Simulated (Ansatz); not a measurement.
# Response to strain in SnSe2

Take SnSe₂ in the CdI2 type structure (space group P-3m1, No. 164; layered, stacked along the Cartesian z axis) as the base.

```yaml
crystal:
  lattice:
    - [3.82584, 0.00000, 0.00000]
    - [-1.91292, 3.31327, 0.00000]
    - [0.00000, 0.00000, 6.23092]
  atoms:
    - { symbol: Sn, position: [0.00000, 0.00000, 0.00000] }
    - { symbol: Se, position: [0.33333, 0.66667, 0.25294] }
    - { symbol: Se, position: [0.66667, 0.33333, 0.74706] }
```

Cartesian axes are those of the cell as printed.

Strains are applied to the cell and any free atomic positions relax.

The values are results of plane-wave PAW DFT at the r2SCAN+rVV10 level (Ansatz, a program for electronic structure, 500 eV), without spin-orbit coupling, not measurements.

### Question
Only one of these has a direct gap. Which?
A. isotropic strain +5.32 %
B. uniaxial strain ε_zz = +0.94 %
C. tensor shear ε_yz = +1.84 %

### Answer
A, isotropic strain +5.32 %. Computed: tensor shear ε_yz = +1.84 %: indirect, Γ–C (29 % along) → k = (-1/2, 0, 1/3) in the run's primitive reciprocal basis; isotropic strain +5.32 %: direct at Γ; uniaxial strain ε_zz = +0.94 %: indirect, K–Γ (71 % along) → k = (0, -1/2, 1/3) in the run's primitive reciprocal basis

No phonon test of stability was made. k-point labels follow each cell's own Brillouin zone.
